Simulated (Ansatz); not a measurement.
Consider the following.

```xyz
14
Lattice="0.0000 4.1756 4.1756 4.1756 0.0000 4.1756 4.1756 4.1756 0.0000" Properties=species:S:1:pos:R:3 pbc="T T T"
Li     6.2634     6.2634     6.2634
Li     4.1756     4.1756     4.1756
Ti     1.0439     1.0439     1.0439
Ti     1.0439     3.1317     3.1317
Ti     3.1317     3.1317     1.0439
Ti     3.1317     1.0439     3.1317
O      7.4095     5.1173     5.1173
O      5.3217     5.3217     3.0295
O      5.1173     7.4095     5.1173
O      3.0295     3.0295     3.0295
O      7.4095     7.4095     7.4095
O      5.3217     3.0295     5.3217
O      5.1173     5.1173     7.4095
O      3.0295     5.3217     5.3217
```

Method: PBEsol, DFPT electron-phonon coupling, linearised Boltzmann equation (plane waves, PAW, scalar-relativistic; Ansatz, a first-principles code). Cell: relaxed with this functional, without spin-orbit coupling.

Problem. Predict λ, the logarithmic mean phonon energy and the superconducting Tc for μ* = 0.10 referred to 43 meV.

Solution. λ = 0.78, ħω_log = 37 meV, Tc 18.4 K from the anisotropic Eliashberg equations. μ* is a chosen number, and Tc is 22 K at 0.08 and 10.4 K at 0.16.

A metal at this level (no band gap). The phonons are harmonic. Spin-orbit coupling is left out. Halving the electron mesh (20x20x20) moves the coupling by up to 1 %, Tc by up to 1 %. Smearing 0.20 eV; phonons on a 3x3x3 q mesh, which this run doesn't test.

Formula and space group known from diffraction (Crystallography Open Database), not checked to be the room-temperature form: LiTi2O4 (Fd-3m).
